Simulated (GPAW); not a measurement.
## Worked example: self-consistent single point of Ba (Im-3m, 1 atom in the cell) in GPAW

Level of theory: PBE, GPAW PAW datasets PBE (gpaw-data 1.0.1) (plane waves; GPAW).

Input as run:

```python
from ase import Atoms
from ase.units import GPa
from gpaw import GPAW, PW

atoms = Atoms(['Ba'],
              cell=[[-2.507992, 2.507992, 2.507992],
                    [2.507992, -2.507992, 2.507992],
                    [2.507992, 2.507992, -2.507992]],
              positions=[[0.000000, 0.000000, 0.000000]],
              pbc=True)

calc = GPAW(mode=PW(600),
            xc='PBE',
            kpts={'size': (8, 8, 8), 'gamma': True},
            occupations={'name': 'methfessel-paxton', 'width': 0.1, 'order': 0},
            nbands=-7,
            convergence={'forces': 0.001},
            symmetry={'symmorphic': False, 'tolerance': 0.0005},
            maxiter=100,
            txt='-')

atoms.calc = calc

energy = atoms.get_potential_energy()
print('Energy (eV):', round(energy, 6))
forces = atoms.get_forces()
print('Forces (eV/Ang):')
print(forces.round(5))
stress = atoms.get_stress()
print('Stress (GPa, Voigt):', (stress / GPa).round(4))
```

The program printed (abridged):

```
Input parameters:
  convergence: {forces: 0.001}
  kpts: {gamma: True,
         size: (8, 8, 8)}
  maxiter: 100
  mode: {ecut: 600.0,
         name: pw}
  nbands: -7
  occupations: {name: methfessel-paxton,
                order: 0,
                width: 0.1}
  symmetry: {symmorphic: False,
             tolerance: 0.0005}
  xc: PBE

species:
  Ba:
    name: Barium
    Z: 56.0
    valence: 10
    core: 46
    charge: 0.0
    file: Ba.PBE.gz

    # Using partial waves for Ba as LCAO basis

Reference energy: -221277.842511  # eV

Spin-paired calculation

Convergence criteria:
 Maximum [total energy] change in last 3 cyles: 0.0005 eV / valence electron
 Maximum integral of absolute [dens]ity change: 0.0001 electrons / valence electron
 Maximum integral of absolute [eigenst]ate change: 4e-08 eV^2 / valence electron
 Maximum change in the atomic [forces] across last 2 cycles: 0.001 eV/Ang OR
Maximum error relative to the maximum force is below inf
 Maximum number of scf [iter]ations: 100

Symmetries present (total): 48
Symmetries with fractional translations: 0
512 k-points: 8 x 8 x 8 Monkhorst-Pack grid + [1/16,1/16,1/16]
29 k-points in the irreducible part of the Brillouin zone
       k-points in crystal coordinates                weights
   0:     0.00000000    0.00000000    0.00000000          1/512
   1:     0.12500000    0.00000000    0.00000000         12/512
   2:     0.12500000    0.12500000   -0.12500000          6/512
   [... 7 lines left out ...]
          ...
  28:     0.50000000    0.50000000    0.50000000          1/512

Wave functions: Plane wave expansion
  Cutoff energy: 600.000 eV
  Number of coefficients (min, max): 2046, 2127
  Pulay-stress correction: 0.000000 eV/Ang^3 (de/decut=0.000000)

Occupation numbers: Methfessel-Paxton:
  width: 0.1000  # eV
  order: 0

Eigensolver

Densities:
  Coarse grid: 25*25*25 grid
  Fine grid: 50*50*50 grid
  Total Charge: 0.000000

Density mixing:
  Method: separate
  Backend: pulay
  Linear mixing parameter: 0.05
  old densities: 5
  Damping of long wavelength oscillations: 50

Hamiltonian:
  XC and Coulomb potentials evaluated on a 50*50*50 grid
  External potential:
    NoExternalPotential

XC parameters: PBE with 2 nearest neighbor stencil

Number of atoms: 1
Number of atomic orbitals: 5
Number of bands in calculation: 12
Number of valence electrons: 10
Bands to converge: occupied

Density initialized from atomic densities
  5 bands from LCAO basis set
  7 bands from random numbers

Atomic positions and initial magnetic moments

Positions:
   0 Ba     0.000000    0.000000    0.000000    ( 0.0000,  0.0000,  0.0000)

Unit cell:
           periodic     x           y           z      points  spacing
  1. axis:    yes   -2.507992    2.507992    2.507992    25     0.1419
  2. axis:    yes    2.507992   -2.507992    2.507992    25     0.1419
  3. axis:    yes    2.507992    2.507992   -2.507992    25     0.1419

  Lengths:   4.343970   4.343970   4.343970
  Angles:  109.471221 109.471221 109.471221

Effective grid spacing dv^(1/3) = 0.1592

     iter     time        total  log10-change:
                         energy   eigst   dens  force
iter:   1 --:--:--    -1.846692
iter:   2 --:--:--    -2.031215   -0.92  -1.18
iter:   3 --:--:--    -1.965084   -1.93  -1.20
iter:   4 --:--:--    -1.878013   -2.11  -1.34
iter:   5 --:--:--    -1.877928   -3.76  -2.07
iter:   6 --:--:--    -1.877718c  -4.09  -2.12
iter:   7 --:--:--    -1.876763c  -4.34  -2.20
iter:   8 --:--:--    -1.876756c  -6.04  -3.42
iter:   9 --:--:--    -1.876760c  -6.30  -3.38
iter:  10 --:--:--    -1.876757c  -6.75  -3.63
iter:  11 --:--:--    -1.876757c  -8.44c -4.57c
iter:  12 --:--:--    -1.876757c  -8.37c -4.56c -23.60c

Converged after 12 iterations.

Dipole moment: (0.000000, -0.000000, -0.000000) |e|*Ang

Energy contributions relative to reference atoms: (reference = -221277.842511)

Kinetic:         +0.381808
Potential:       +1.523687
External:        +0.000000
XC:              -3.726708
Entropy (-ST):   -0.004416
Local:           -0.053336
SIC:             +0.000000
--------------------------
Free energy:     -1.878965
Extrapolated:    -1.876757

Showing only first 2 kpts
 Kpt  Band  Eigenvalues  Occupancy
  0     3     -8.83073    2.00000
  0     4      2.27261    2.00000
  0     5      6.84559    0.00000
  0     6      6.84559    0.00000

  1     3     -8.83116    2.00000
  1     4      2.55805    2.00000
  1     5      6.61983    0.00000
  1     6      6.68957    0.00000

Fermi level: 4.98796

No gap
No difference between direct/indirect transitions
Energy (eV): -1.876757

Forces in eV/Ang:
  0 Ba    0.00000   -0.00000    0.00000

Stress tensor:
    -0.000054     0.000000    -0.000000
     0.000000    -0.000054     0.000000
    -0.000000     0.000000    -0.000054
Stress (GPa, Voigt): [-0.0087 -0.0087 -0.0087  0.     -0.      0.    ]
```

The run converged in 12 iterations. GPAW prints stress with tension positive.

The starting cell has typed, rounded lattice constants, without a prior relaxation at this level. Its lattice was rescaled by a random factor within 2.5 % of one.
